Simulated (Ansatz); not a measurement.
Start from SiC in the wurtzite structure (space group P6_3mc, No. 186; a = 3.076 Å, c = 5.048 Å). Axes: x lies along a and z along c of the hexagonal cell.

Method: PBEsol (Ansatz, a first-principles code; PAW; 420 eV plane waves; without spin-orbit coupling).

For the base:

- Pressure: 0.0 kbar
- Electron mass: 0.26 mₑ along c, 0.43 mₑ across (at K)
- Band gap: 2.12 eV

One thing is altered: the cell is stretched by 0.60 % along z with no lateral relaxation; the atoms relax in the strained cell.

**Question.** Predict the new pressure, electron mass and band gap.

**Answer.** The pressure (mean of the normal stresses, compression positive) goes from zero to -13.0 kbar; the electron mass becomes 0.27 mₑ along z, 0.44 mₑ across (at K) (base: 0.26 mₑ along c, 0.43 mₑ across (at K)); the band gap falls by 0.03 eV to 2.09 eV.

Effective masses come from finite differences of ±0.01 Å⁻¹. No phonon test of stability was made.
